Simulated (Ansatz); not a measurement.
Consider the following.

```
TiB2
1.0
    2.94708     0.00000     0.00000
   -1.47354     2.55224     0.00000
    0.00000     0.00000     3.11086
Ti B
1 2
Cartesian
  0.00000   0.00000   0.00000
  0.00000   1.70150   1.55543
  1.47354   0.85075   1.55543
```

No spin polarisation.

The values are results of PBEsol (Ansatz, a quantum-chemistry and plane-wave program, PAW, no spin-orbit coupling), not measurements. Γ-centred 13×13×10 mesh, Fermi–Dirac width 0.05 eV.

Problem. Predict the band gap and pressure.

Solution. 
- Band gap: zero
- Pressure (mean of the normal stresses, compression positive): 21.7 GPa

The mesh was chosen for an insulator and is coarse for the gapless case. The cells carry an imposed strain or load. Whether these cells are dynamically stable was not tested. All final runs are without spin polarisation. The cell was made from TiB2 (space group P6/mmm, No. 191) by this change: isotropic strain −2.33 %.
